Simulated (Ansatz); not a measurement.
An Ansatz (a quantum-chemistry and plane-wave program) run: BaTiO3; r2SCAN (Ansatz, PAW, spin-orbit coupling left out).

Input:

Ansatz 0.2 input:
```yaml
crystal:
  lattice:
    - [3.9940407157, 0, 0]
    - [0, 3.9940407157, 0]
    - [0, 0, 3.9940407157]
  atoms:
    - { symbol: Ba, position: [0, 0, 0] }
    - { symbol: Ti, position: [0.5, 0.5, 0.5] }
    - { symbol: O, position: [0, 0.5, 0.5] }
    - { symbol: O, position: [0.5, 0.5, 0] }
    - { symbol: O, position: [0.5, 0, 0.5] }
basis: { ecutwfc: 500, ecutrho_ratio: 4, xc_grid: 4, fft_grid_basis: typed }
kpoints: { mp_grid: { grid: [8, 8, 8] } }
hamiltonian:
  xc: r2scan
  dispersion: none
  pseudopotentials: { kind: paw }
scf: { occupations: { method: fermi_dirac, width: 0.05 }, convergence: { dr2_threshold: 0.0000000005 } }
output: { forces: true, stress: true }
```

Output:

```
WARN ansatz: RAYON_NUM_THREADS=2 ignored (pool sized by the plan → 2); use --threads N
Pseudopotentials: kind: paw
Pseudopotential: Ba, paw, valence charge 10
Pseudopotential: Ti, paw, valence charge 12
Pseudopotential: O, paw, valence charge 6
Functional definition: r2SCAN
Crystal: 5 atoms, lattice volume = 63.714 Å³
Basis set: ecut = 500 eV, 1647 PW (Γ), exchange–correlation on 120×120×120 points (64 copies of the dense FFT grid, shifted against one another)
Bands: 25, of which v1, the nominal top of the filled ones, is band 20 counted from 1 (19 counted from 0)
Symmetry: 48 space group operations
Space group: Pm-3m (ITA 221), of the structure as read, at distance tolerance 4.0e-5 Å
k-points: 35 of 512
PAW frozen core: Ba, regenerated for the run's functional
PAW frozen core: Ti, regenerated for the run's functional
PAW frozen core: O, regenerated for the run's functional
Initial density: superposition of atomic densities (neutral atoms: chi_scale 0, normalization atom), corrected by the library's trained network
Initial wavefunctions: pseudopotential atomic-orbital guess
Eigensolver: davidson
Functional: x = r2scan, c = r2scan; τ floored in thin density (d = 2e-4 eV/Å³)
SCF iter   1: F=—  HF=-10183.696104 eV  |F-HF|=—  |Δ(HF+E_count)|=         —  Δρ=2.19e-2  dr2=3.83e-1  dr2_τ=2.42e-1  ethr=1.77e-3  ⟨swp⟩=6.1  Hψ=4396  notcnv=0
all-band conjugate gradients solve this SCF's bands
preconditioner: auto → Resta (q_TF=auto, 2.525 Å⁻¹)
SCF iter   2: F=—  HF=-10183.801093 eV  |F-HF|=—  |Δ(HF+E_count)|=   1.05e-1  Δρ=1.12e-2  dr2=4.79e-2  dr2_τ=2.05e-2  ethr=9.57e-4  ⟨swp⟩=3.4  Hψ=1953  notcnv=0  defer=32
SCF iter   3: F=—  HF=-10183.794797 eV  |F-HF|=—  |Δ(HF+E_count)|=   6.30e-3  Δρ=3.67e-3  dr2=5.77e-3  dr2_τ=4.24e-4  ethr=1.20e-4  ⟨swp⟩=2.0  Hψ=1306  notcnv=0  defer=32
SCF iter   4: F=—  HF=-10183.794014 eV  |F-HF|=—  |Δ(HF+E_count)|=   7.83e-4  Δρ=1.54e-3  dr2=1.08e-3  dr2_τ=1.64e-4  ethr=1.44e-5  ⟨swp⟩=2.0  Hψ=1529  notcnv=0  defer=32
SCF iter   5: F=—  HF=-10183.793856 eV  |F-HF|=—  |Δ(HF+E_count)|=   1.58e-4  Δρ=3.26e-4  dr2=5.14e-5  dr2_τ=3.96e-6  ethr=2.70e-6  ⟨swp⟩=2.7  Hψ=1328  notcnv=0  defer=32
SCF iter   6: F=—  HF=-10183.793859 eV  |F-HF|=—  |Δ(HF+E_count)|=   2.96e-6  Δρ=7.76e-5  dr2=4.53e-6  dr2_τ=2.80e-7  ethr=1.28e-7  ⟨swp⟩=2.5  Hψ=1358  notcnv=0  defer=32
SCF iter   7: F=—  HF=-10183.793860 eV  |F-HF|=—  |Δ(HF+E_count)|=   1.23e-6  Δρ=7.60e-6  dr2=3.10e-8  dr2_τ=8.50e-9  ethr=1.13e-8  ⟨swp⟩=2.4  Hψ=1314  notcnv=0  defer=32
SCF iter   8: F=—  HF=-10183.793859 eV  |F-HF|=—  |Δ(HF+E_count)|=   7.68e-7  Δρ=3.64e-6  dr2=9.17e-9  dr2_τ=3.85e-10  ethr=7.76e-11  ⟨swp⟩=2.2  Hψ=1386  notcnv=0  defer=32
SCF iter   9: F=-10183.793859 eV  HF=-10183.793859 eV  |F-HF|=0.00e0  |Δ(HF+E_count)|=  2.46e-10  Δρ=2.48e-7  dr2=3.02e-11  dr2_τ=1.53e-12  ethr=1.25e-12  ⟨swp⟩=3.2  Hψ=3316  notcnv=0
SCF 1 converged in 9 iterations: F = -10183.793859 eV  dr2 = 3.02e-11
SCF converged after 9 iterations
Free energy (F): -10183.793859 eV
Harris-Foulkes:  -10183.793859 eV  (|F-HF|=0.00e0)
Internal energy: -10183.793859 eV  (E = F + TS)
E sigma→0 (E₀):  -10183.793859 eV
Fermi energy:    11.187463 eV
--- Per-component energies (eV) ---
  E_band       = -170.408673
  E_kinetic    = 974.009601
  E_local      = -2083.908577  (includes V_loc(G=0)·N_el)
  E_nonlocal   = 199.329030
  E_hartree    = 814.272993
  E_xc         = -475.516157
  E_vxc        = -604.449440  (∫ρ·V_xc dr)
  E_paw        = -6784.859573  (= ΣΔE_a)
  E_vpaw       = -320.654238  (= ΣTr[D̂ρ^β])
  E_aug_tail   = 0.002994  (compensation charges beyond the density's cutoff)
  E_vtau       = 36.715868  (kinetic-family band-sum trace: ∫τ·v_τ [+ j·A + Jᵃ·Aᵃ] dr)
  E_ewald      = -2826.845306
  E_core_change = -0.278864  (= ΣΔE_core)
  E_smearing   = -0.000000  (= −TS)
  E_closure    = 0.000000  (closes the sum)
  Σ components = -10183.793859   (vs F -10183.793859, Δ=0.00e0)
  [band-id]    e_kinetic+e_local+e_nonlocal+2·e_hartree+e_vxc+e_vpaw+e_augmentation_tail+e_vtau = -170.408775   (vs E_band -170.408673, Δ=-1.02e-4)
--- Forces (eV/Å), atoms counted from 1 ---
  atom   1  Ba    -0.00000000    -0.00000000    -0.00000000
  atom   2  Ti     0.00000000     0.00000000     0.00000000
  atom   3  O      0.00000000     0.00000000    -0.00000000
  atom   4  O      0.00000000     0.00000000    -0.00000000
  atom   5  O      0.00000000    -0.00000000    -0.00000000
  max |Σ_I F_I| component: 8.52e-29 eV/Å
--- Stress (GPa, compression-positive) ---
       -0.000178       0.000000       0.000000
        0.000000      -0.000178       0.000000
       -0.000000       0.000000      -0.000178
  P = ⅓ Tr σ = -0.0002 GPa (-0.002 kbar)
  The stress holds the Pulay correction. Without it, at fixed plane waves, as pw.x and ABINIT print it: P = -0.0625 GPa
  The stress includes an estimate of the error left by incomplete SCF convergence (largest component 0.0001 GPa).
--- Band table ---
  band table: none
```

Stability against distortions was not tested. The final runs are not spin-polarised. The cell is BaTiO3 in the cubic perovskite structure (space group Pm-3m, No. 221). Many cubic perovskites are stable only at high temperature; tilts and polar distortions were not tested. This is not the structure that BaTiO3 has at room temperature and ambient pressure.
